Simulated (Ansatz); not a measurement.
## Short convergence ladders for CsZn4P3 (P4mm, 8 atoms in the cell)

```yaml
crystal:
  lattice:
    - [4.07464, 0.00000, 0.00000]
    - [0.00000, 4.07464, 0.00000]
    - [0.00000, 0.00000, 10.48461]
  atoms:
    - { symbol: Cs, position: [0.00000, 0.00000, 0.50477] }
    - { symbol: Zn, position: [0.50000, 0.00000, 0.84844] }
    - { symbol: Zn, position: [0.50000, 0.00000, 0.15156] }
    - { symbol: Zn, position: [0.00000, 0.50000, 0.84844] }
    - { symbol: Zn, position: [0.00000, 0.50000, 0.15156] }
    - { symbol: P, position: [0.50000, 0.50000, 0.72670] }
    - { symbol: P, position: [0.50000, 0.50000, 0.27330] }
    - { symbol: P, position: [0.00000, 0.00000, 0.00000] }
```

Base method: PBEsol, default PAW files made with PBE (plane waves; Ansatz, a quantum-chemistry and plane-wave program).

Base settings: basis.ecutwfc = 30.9 Ry; kpoints.mp_grid.grid = 6 6 3; hamiltonian.xc = pbesol; hamiltonian.pseudopotentials = {kind: paw} (the program's default PAW files); scf.occupations.method = fermi_dirac; scf.occupations.width = 0.01 Ry.

The count of work is k-points × plane waves × bands × iterations; it is no time. Core times come from one kind of shared machine, to one figure; runs under 30 s give none.

**The k-point mesh at a smearing width of 0.05 eV**

In this ladder: scf.occupations.width = 0.0037 Ry.

The second cell is the first with its lattice scaled by 0.98.

Only quantities that move along the ladder and can be compared are tabulated.

```tsv
kpoints.mp_grid.grid	free energy less the last step's (meV/atom)	energy of the compressed cell less the first (meV/atom)	pressure (GPa)	largest difference of a force vector from the last step's (eV/Å)	count of work / last	core time / last (rough)
3 3 1	62.76	-1.75	-1.99	0.081	0.011	–
4 4 2	22.86	-2.78	-2.12	0.045	0.053	–
5 5 2	7.67	-3.42	-2.20	0.023	0.048	–
7 7 3	0.99	-3.66	-2.23	0.009	0.073	–
11 11 5	-0.01	-3.69	-2.23	0.003	0.23	0.3
13 13 5	-0.02	-3.69	-2.23	0.001	0.31	0.4
19 19 8	0.00	-3.69	-2.23	0.000	1.0	1
```

Coarsest kpoints.mp_grid.grid that holds the forces within 0.02 eV/Å of the last step, with all finer ones: 7 7 3, at 0.073 of the last step's count of work; the step before is off by 0.023 eV/Å.

Coarsest kpoints.mp_grid.grid that holds the energy of the compressed cell less the first within 0.2 meV/atom of the last step, with all finer ones: 7 7 3, at 0.073 of the last step's count of work; the step before is off by 0.27 meV/atom.

Coarsest kpoints.mp_grid.grid that holds the pressure within 0.2 GPa of the last step, with all finer ones: 4 4 2, at 0.053 of the last step's count of work; the step before is off by 0.24 GPa.

The energy difference between the two cells stays within 1 meV/atom of the last step's from 4 4 2 on, the total only from 7 7 3 on: much of the error is common to both cells and cancels.

**The width of Gaussian smearing**

In this ladder: kpoints.mp_grid.grid = 10 10 5; scf.occupations.method = gaussian.

Only quantities that move along the ladder and can be compared are tabulated.

| scf.occupations.width | free energy less the last step's (meV/atom) | pressure (GPa) | largest difference of a force vector from the last step's (eV/Å) |
|---|---|---|---|
| 0.0735 Ry | -19.56 | -2.08 | 0.053 |
| 0.0367 Ry | -2.43 | -2.22 | 0.029 |
| 0.022 Ry | -0.75 | -2.23 | 0.015 |
| 0.0147 Ry | -0.34 | -2.23 | 0.010 |
| 0.0073 Ry | -0.09 | -2.23 | 0.006 |
| 0.0015 Ry | 0.00 | -2.23 | 0.000 |
| 0.0007 Ry | 0.00 | -2.23 | 0.000 |

Widest scf.occupations.width that holds the free energy within 1 meV/atom of the last step, with all finer ones: 0.022 Ry; the step before is off by 2.4 meV/atom.

Widest scf.occupations.width that holds the pressure within 0.05 GPa of the last step, with all finer ones: 0.0367 Ry; the step before is off by 0.15 GPa.

Widest scf.occupations.width that holds the forces within 0.005 eV/Å of the last step, with all finer ones: 0.0015 Ry; the step before is off by 0.006 eV/Å.

**The mesh under tetrahedron occupations**

In this ladder: scf.occupations.method = tetrahedron; scf.occupations.width = default.

Only quantities that move along the ladder and can be compared are tabulated.

| kpoints.mp_grid.grid | free energy less the last step's (meV/atom) | pressure (GPa) | largest difference of a force vector from the last step's (eV/Å) | gap on the mesh (eV) | count of work / last | core time / last (rough) |
|---|---|---|---|---|---|---|
| 4 4 2 | 23.59 | -2.12 | 0.034 | 0.039 | 0.046 | – |
| 5 5 2 | 8.10 | -2.19 | 0.017 | 0.052 | 0.040 | – |
| 7 7 3 | 1.20 | -2.23 | 0.004 | 0.059 | 0.074 | – |
| 8 8 3 | 0.51 | -2.23 | 0.002 | 0.060 | 0.11 | – |
| 10 10 4 | 0.11 | -2.23 | 0.000 | 0.061 | 0.23 | 0.2 |
| 15 15 6 | 0.00 | -2.23 | 0.000 | 0.061 | 0.52 | 0.5 |
| 19 19 8 | 0.00 | -2.23 | 0.000 | 0.062 | 1.0 | 1 |

Coarsest kpoints.mp_grid.grid that holds the free energy within 2 meV/atom of the last step, with all finer ones: 7 7 3, at 0.074 of the last step's count of work; the step before is off by 8.1 meV/atom.

Coarsest kpoints.mp_grid.grid that holds the forces within 0.01 eV/Å of the last step, with all finer ones: 7 7 3, at 0.074 of the last step's count of work; the step before is off by 0.017 eV/Å.

On the base run: the starting cell comes from a database of computed structures (which also holds hypothetical and non-ambient phases and stackings), without a prior relaxation at this level. Its lattice was rescaled by up to half a per cent. One atom was moved a little off its site on purpose. Ansatz's pressure includes its estimate of the finite-basis (Pulay) stress. A gap is left out here, as mesh or smearing make it unsure.

Keys are those of Ansatz 0.2.
